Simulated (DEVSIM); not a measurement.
System: Si n-i-p diode, at 350 K.

```tsv
layer (left to right)	material	thickness (μm)	Nd (cm⁻³)	Na (cm⁻³)	τn (s)	τp (s)
1	Si	0.330	4.3e17	-	1.1e-5	1.1e-5
2	Si	0.390	-	3.2e11	1.1e-5	1.1e-5
3	Si	1.20	-	1.9e17	1.1e-5	1.1e-5
```

Left contact: ohmic. Right contact: ohmic. Voltage is applied to the left contact. Recombination: SRH at mid-gap, radiative. Mobility is constant in doping.

This is a model device: material constants are rounded textbook-type values typed into the input, and sizes, dopings and lifetimes were drawn at random. Values at 300 K; Nc and Nv go as T^1.5, mobilities as T to minus their exponent, the gap by Varshni's rule with the affinity fixed.

```csv
parameter,Si
gap (eV),1.124
affinity (eV),4.05
permittivity,11.7
Nc (cm⁻³),2.86e19
Nv (cm⁻³),3.1e19
μn (cm²/Vs),1417
μp (cm²/Vs),470
T exponent of μn,2.3
T exponent of μp,2.2
B (cm³/s),4.7e-15
Varshni α (eV/K),0.000473
Varshni β (K),636
```

Simulated with DEVSIM: 1D drift-diffusion, Boltzmann statistics, complete ionisation; no tunnelling, impact ionisation, image-force lowering or self-heating.

Q: Give the dark reverse current.

A: 
| V (V) | J (A/cm²) |
|---|---|
| 0.40 | 8.9e-8 |
| 1.00 | 1.1e-7 |
| 2.00 | 1.3e-7 |
| 3.00 | 1.4e-7 |
| 4.00 | 1.5e-7 |
| 6.00 | 1.5e-7 |
| 8.00 | 1.6e-7 |
| 10.00 | 1.7e-7 |
